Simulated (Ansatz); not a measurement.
HgS, response to strain

Take HgS (space group P3_221, No. 154; made of chains) as the base.

```yaml
crystal:
  lattice:
    - [4.46492, 0.00000, 0.00000]
    - [-2.23246, 3.86673, 0.00000]
    - [0.00000, 0.00000, 9.75823]
  atoms:
    - { symbol: Hg, position: [0.76921, 0.00000, 0.66667] }
    - { symbol: Hg, position: [0.00000, 0.76921, 0.33333] }
    - { symbol: Hg, position: [0.23079, 0.23079, 0.00000] }
    - { symbol: S, position: [0.44688, 0.00000, 0.16667] }
    - { symbol: S, position: [0.00000, 0.44688, 0.83333] }
    - { symbol: S, position: [0.55312, 0.55312, 0.50000] }
```

Cartesian axes are those of the cell as printed.

Strains are applied to the cell and any free atomic positions relax; under biaxial strain the out-of-plane vector relaxes too.

Level of theory: PBE (Ansatz, a quantum-chemistry and plane-wave program, PAW, no spin-orbit coupling).

Notes on the quantities. pressure: mean of the normal stresses, compression positive.

| change | pressure | shortest interatomic distance | largest internal atomic displacement | band gap |
|---|---|---|---|---|
| base | 0.00 GPa | 2.373 Å | – | 1.83 eV |
| biaxial strain +1.21 %, plane normal [001], relaxed out of plane | ___ | 2.370 Å | – | 1.89 eV |
| isotropic strain +1.06 % | ___ | 2.370 Å | ___ | 1.89 eV |
| isotropic strain +1.15 % | -0.25 GPa | 2.370 Å | 0.048 Å | 1.89 eV |
| isotropic strain +4.80 % | -0.71 GPa | 2.363 Å | 0.202 Å | 2.01 eV |
| isotropic strain +5.11 % | -0.75 GPa | 2.363 Å | ___ | 2.01 eV |
| isotropic strain +5.73 % | -0.79 GPa | 2.362 Å | 0.241 Å | 2.01 eV |

**Question.** Some entries are withheld; estimate them.

**Answer.** 
- biaxial strain +1.21 %, plane normal [001], relaxed out of plane, pressure: -0.10 GPa
- isotropic strain +1.06 %, pressure: -0.23 GPa
- isotropic strain +1.06 %, largest internal atomic displacement: 0.044 Å
- isotropic strain +5.11 %, largest internal atomic displacement: 0.215 Å

With Hg present, leaving out spin-orbit coupling can change the band edges. Whether these cells are dynamically stable was not tested. No dispersion term is included, though the crystal is made of layers, chains or molecules, so its spacings can come out too wide.
